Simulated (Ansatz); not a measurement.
The starting structures come from a database of crystals and need not be the phases stable at ambient conditions.

# Evanescent states of Rb2HgF4 (I4/mmm, not sure to be the ambient phase, 7 atoms a cell, 20.7 Å³ an atom) along the normal of (100)

The numbers are results of PBEsol (plane waves, PAW; Ansatz, a program for electronic structure), not measurements.

The gap is the functional's own. No spin-orbit coupling. Mid-gap values are interpolated on the energy grid.

Energies count from the valence-band top; κ is the least over a 8×4 mesh across the current.

```json
[
 {"E (eV)": "0.05", "κ (1/Å)": "0.084", "where": "off Γ"},
 {"E (eV)": "0.15", "κ (1/Å)": "0.142", "where": "off Γ"},
 {"E (eV)": "0.25", "κ (1/Å)": "0.181", "where": "off Γ"},
 {"E (eV)": "0.35", "κ (1/Å)": "0.213", "where": "off Γ"},
 {"E (eV)": "0.45", "κ (1/Å)": "0.240", "where": "off Γ"},
 {"E (eV)": "0.55", "κ (1/Å)": "0.264", "where": "off Γ"},
 {"E (eV)": "0.65", "κ (1/Å)": "0.287", "where": "off Γ"},
 {"E (eV)": "0.75", "κ (1/Å)": "0.308", "where": "off Γ"},
 {"E (eV)": "0.85", "κ (1/Å)": "0.328", "where": "off Γ"},
 {"E (eV)": "0.95", "κ (1/Å)": "0.347", "where": "off Γ"},
 {"E (eV)": "1.05", "κ (1/Å)": "0.345", "where": "Γ"},
 {"E (eV)": "1.15", "κ (1/Å)": "0.319", "where": "Γ"},
 {"E (eV)": "1.25", "κ (1/Å)": "0.291", "where": "Γ"},
 {"E (eV)": "1.35", "κ (1/Å)": "0.261", "where": "Γ"},
 {"E (eV)": "1.45", "κ (1/Å)": "0.227", "where": "Γ"},
 {"E (eV)": "1.55", "κ (1/Å)": "0.187", "where": "Γ"},
 {"E (eV)": "1.65", "κ (1/Å)": "0.136", "where": "Γ"},
 {"E (eV)": "1.75", "κ (1/Å)": "0.047", "where": "Γ"}
]
```

How thick must the barrier be to attenuate the transmission by 10^6 when the electrodes' Fermi level lies at 0.75 eV, and what attenuation does that film give at 1.15 eV?

d = 6 ln 10 / (2 × 0.308) = 22.4 Å. At 1.15 eV it gives 6 × 0.319/0.308 = 6.2 decades.
